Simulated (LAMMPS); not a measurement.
MD of Al (fcc) at zero pressure, 864 atoms, as a crystal; each row is its own run.

Computed with classical MD, pair style meam, file AlSiMgCuFe.meam; code LAMMPS.

| T (K) | volume (Å³/atom) |
|---|---|
| 200 | 16.749 |
| 300 | 16.820 |
| 420 | 16.908 |
| 560 | 17.016 |
| 700 | 17.128 |
| 980 | 17.393 |
| 1120 | 17.572 |

Task: Fit a straight line, y = a + b x, to these rows (x is the first column, y the second) and predict the run at x = 840.

Result: Least squares gives a = 16.545 and b = 0.0008804. At x = 840 the fit predicts 17.285 Å³/atom. The run itself gave 17.2523 ± 0.0008 Å³/atom, so the fit is 0.19 % high.

Caution (rows 700; 840; 980; 1120): a run this short can hold a crystal over, or a liquid under, the potential's own melting point, which these runs don't give.

Caution (rows 980; 1120): this crystal lies over the measured melting point of 933 K, so it is superheated or the potential melts high.
